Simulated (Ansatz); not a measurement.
## CsLiBr2, response to strain

Start from CsLiBr2 (space group P4/nmm, No. 129; a = 5.1874 Å, c = 9.9430 Å; a cell from a computed database, its experimental status unchecked). Axes: x, y, z lie along a, b, c of the conventional cell.

Strains are applied to the cell and any free atomic positions relax; under biaxial strain the out-of-plane vector relaxes too.

The values are results of r2SCAN (Ansatz, a first-principles code), scalar-relativistic without spin-orbit coupling, earlier PAW set, not measurements.

Candidates:
(a) biaxial strain +1.50 %, plane normal [001], relaxed out of plane
(b) biaxial strain −0.72 %, plane normal [001], relaxed out of plane
(c) isotropic strain −0.35 %

For the base:

| Item | Value |
|---|---|
| Width of the top valence band | 0.63 eV |

### Question
Order them by width of the top valence band, highest first.

### Answer
(b) biaxial strain −0.72 %, plane normal [001], relaxed out of plane (0.68 eV), (c) isotropic strain −0.35 % (0.64 eV), (a) biaxial strain +1.50 %, plane normal [001], relaxed out of plane (0.53 eV)

The levels and masses belong to the bands next to the band gap. Whether these cells are dynamically stable was not tested.
